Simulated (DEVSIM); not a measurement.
System: illuminated Si p-on-n cell, one wavelength, at 300 K.

```
layer (left to right)  material  thickness (μm)  Nd (cm⁻³)  Na (cm⁻³)  τn (s)  τp (s)  absorption coefficient (cm⁻¹)
---------------------  --------  --------------  ---------  ---------  ------  ------  -----------------------------
1                            Si          0.0790          -     7.2e18  5.4e-8  4.9e-9                           3600
2                            Si             190     1.5e16          -  1.8e-7  1.8e-7                           3600
```

Left contact: ohmic, minority electron recombination velocity 200 cm/s. Right contact: ohmic, minority hole recombination velocity 400 cm/s. Voltage is applied to the left contact. Recombination: SRH at mid-gap, radiative, Auger. Light enters at the left, 2.1e18 photons cm⁻² s⁻¹, one pass, no reflection. Mobility is μmin + (μ − μmin)/(1 + (N/Nref)^α).

This is a model device: material constants are rounded textbook-type values typed into the input, and sizes, dopings and lifetimes were drawn at random. Values at 300 K.

```
parameter           Si
-------------  -------
gap (eV)         1.124
affinity (eV)     4.05
permittivity      11.7
Nc (cm⁻³)      2.86e19
Nv (cm⁻³)       3.1e19
μn (cm²/Vs)       1417
μp (cm²/Vs)        470
μn,min              52
μp,min              45
Nref,n          9.7e16
Nref,p          2.2e17
αn                0.68
αp                0.72
B (cm³/s)      4.7e-15
Cn (cm⁶/s)     2.8e-31
Cp (cm⁶/s)     9.9e-32
```

Model (solved in DEVSIM): 1D drift-diffusion, Boltzmann statistics, complete ionisation; no tunnelling, impact ionisation, image-force lowering or self-heating.

Problem. Give the dark forward current.

Solution. 
(V (V), J (A/cm²)): (0.05, 1.9e-8); (0.15, 2.0e-7); (0.30, 5.5e-6); (0.40, 8.7e-5); (0.55, 0.018); (0.65, 0.66); (0.75, 6.3); (0.90, 24); (1.00, 39); (1.10, 56); (1.25, 86); (1.35, 110); (1.50, 150); (1.60, 180)
